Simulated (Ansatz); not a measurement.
InP under load (space group F-43m), Ansatz (a quantum-chemistry and plane-wave program) with r2SCAN with spin-orbit coupling, rigid bands. Condition of this run: hydrostatic pressure of 6 GPa (compression positive) (the target of the relaxation). Band gap 1.52 eV, N_c = 9.41e17 cm⁻³ and N_v = 2.26e19 cm⁻³ at 300 K, conductivity masses of 0.115 mₑ (electrons) and 0.512 mₑ (holes). Take k_BT = 0.02585 eV.

Q: What thermal injection velocity √(2k_BT/πm) limits a ballistic channel?

A: 1.59e7 cm/s for electrons and 7.52e6 cm/s for holes, a ratio of √(m_h/m_e) = 2.11, for dilute carriers.

Q: Find the intrinsic carrier density and the intrinsic Fermi level.

A: n_i = √(N_c N_v) exp(−E_g/2k_BT) = 4.61e18 × exp(−29.40) = 7.9e5 cm⁻³. The level lies (k_BT/2) ln(N_v/N_c) = 41 meV from mid-gap (positive towards the conduction band). Each 0.1 eV added to the gap lowers n_i by a factor of 6.9.

Rigid bands with the computed gap; masses take one relaxation time for all states. Geometry: cell and atoms relaxed with PBEsol.
